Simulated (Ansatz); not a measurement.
The reference is ZnCu₂SnS₄ (space group I-4, No. 82; a = 5.468 Å, c = 10.935 Å). Axes: x, y, z lie along a, b, c of the conventional cell.

All numbers come from Kohn–Sham DFT with the PBE functional, run in Ansatz (a first-principles code) with PAW and 420 eV plane waves, no spin-orbit coupling.

For the base:

| Quantity | Result |
|---|---|
| Volume per atom | 20.44 Å³ |
| Band gap | zero |
| Pressure | 0.0 GPa |

Perturbation: biaxial strain +0.75 %, plane normal [001], relaxed out of plane (Cartesian); in-plane vectors clamped, the third vector and the atoms free.

Problem. Estimate the effect on the volume per atom.

Solution. The volume per atom grows by 0.12 Å³, from 20.44 Å³ to 20.56 Å³.

Problem. What does the calculation give for the band gap after the change?

Solution. The band gap remains zero.

Problem. Predict the new energy relative to the base.

Solution. The energy increases by 0.6 meV/atom.

Problem. What happens to the pressure?

Solution. The pressure (mean of the normal stresses, compression positive) goes from zero to -0.4 GPa.

Whether these cells are dynamically stable was not tested. All final runs are without spin polarisation. Gaps under 0.05 eV, about the width of the smearing, are given as zero. The zero or small gap of ZnCu2SnS4 can change with the level of theory.
